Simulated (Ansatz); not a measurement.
Start from Ir in the fcc (Cu type) structure (space group Fm-3m, No. 225; a = 3.8305 Å).

Now apply this change: full substitution Ir → Pt; the structure is relaxed again.

Levels (all Ansatz, a quantum-chemistry and plane-wave program, PAW): PBEsol (420 eV, no SOC); r2SCAN (500 eV, scalar-relativistic without spin-orbit coupling).

The geometry is relaxed with PBEsol.

| Item | Result |
|---|---|
| PBEsol pressure | 0.0 GPa |

### Question
Predict the pressure from r2SCAN.

### Answer
The pressure goes from zero to 4.8 GPa.

Single points use the geometry relaxed with PBEsol. Their cutoffs differ, which shifts pressures a little. No phonon test of stability was made. The final runs are not spin-polarised. Pt lies near a magnetic instability that expansion can trigger; it was not tested.
